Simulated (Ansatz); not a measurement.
Consider Ti in the hcp (Mg type) structure (space group P6_3/mmc, No. 194; a = 2.902 Å, c = 4.593 Å; relaxed with 0.1 eV smearing). Axes: x lies along a and z along c of the hexagonal cell.

The values are results of plane-wave PAW DFT at the PBEsol level (Ansatz, a program for electronic structure, 420 eV), scalar-relativistic without spin-orbit coupling, not measurements.

Strains are applied to the cell and any free atomic positions relax.

One change was made to it. Results:

```csv
quantity,base,after
energy relative to the base (free energy F),0 meV/atom,+3.2 meV/atom
shortest interatomic distance,5.372 bohr,5.283 bohr
```

Question: Which of these changes matches the shifts?
A) tensor shear ε_xz = +1.14 %
B) tensor shear ε_xz = +0.29 %
C) tensor shear ε_xz = +2.00 %
D) tensor shear ε_xz = +0.57 %

Answer: C, tensor shear ε_xz = +2.00 %. For comparison, the energy relative to the base in the other runs: tensor shear ε_xz = +0.29 % gives +0.1 meV/atom; tensor shear ε_xz = +0.57 % gives +0.3 meV/atom; tensor shear ε_xz = +1.14 % gives +1.0 meV/atom.

Stability against distortions was not tested. All final runs are without spin polarisation.
